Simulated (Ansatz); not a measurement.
Results of LDA (Ansatz, an electronic-structure program, plane waves, PAW) for rock-salt PrN.

Numerical settings: plane-wave cutoff 520 eV, 18×18×18 k mesh, Fermi–Dirac smearing 0.05 eV, spin-polarised with parallel moments, scalar-relativistic PAW data made under PBE.

Cell (relaxed at this level):

```
CELL_PARAMETERS angstrom
      0.00000     2.46558     2.46558
      2.46558     0.00000     2.46558
      2.46558     2.46558     0.00000
ATOMIC_POSITIONS crystal
  Pr 0.00000 0.00000 0.00000
  N  0.50000 0.50000 0.50000
```
Starting moments (μB, in the order of the record's atoms Pr N): 2.0 0.0.

Task: Predict the bulk modulus B0 and pressure derivative B′ of the bulk modulus.

Result: 
* **bulk modulus B0**: 158 GPa
* **pressure derivative B′ of the bulk modulus**: 4.2

The run finds no gap.

Note: the magnetic order was assumed, not searched for or taken from measurement; the 4f shell is treated without U or exact exchange, so its levels and filling can be wrong; the volume lies 12 % below that of the published cell.

Spin–orbit coupling is not included; it can open a gap where bands touch, and shift volumes and moduli.

The computed numbers hold no vibrational or temperature effects.

Computing time: about 12 core-minutes (a rough figure).
